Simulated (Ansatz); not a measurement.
**Pressure series in CdO**

Consider CdO in the rock salt structure (space group Fm-3m, No. 225; a = 4.768 Å).

Cell and atoms are relaxed at each pressure.

All numbers come from PBE (Ansatz, an electronic-structure program; PAW; 420 eV plane waves; without spin-orbit coupling), earlier PAW set.

Notes on the quantities. enthalpy: H = E + PV relative to the base's energy.

```
case                 density       enthalpy
----------------  ----------  -------------
base              7.87 g/cm³              –
pressure −2 GPa   7.74 g/cm³  -0.17 eV/atom
pressure −1 GPa   7.80 g/cm³  -0.08 eV/atom
pressure 0.3 GPa  7.89 g/cm³  +0.03 eV/atom
pressure 0.7 GPa  7.91 g/cm³  +0.06 eV/atom
pressure 1.5 GPa  7.96 g/cm³  +0.13 eV/atom
pressure 3 GPa    8.05 g/cm³  +0.25 eV/atom
pressure 5 GPa    8.16 g/cm³  +0.42 eV/atom
pressure 7.5 GPa         ___  +0.62 eV/atom
pressure 10 GPa   8.42 g/cm³  +0.82 eV/atom
```

Q: Fill in the withheld entries from the trend.

A: 
- pressure 7.5 GPa, density: 8.29 g/cm³

A case with no gap was solved on a k-mesh chosen for an insulator, which is coarse for it. Load acts through the strain it causes; cell and atoms are relaxed under it. Stability against distortions was not tested. No other phases were tried under pressure. The final runs are not spin-polarised.
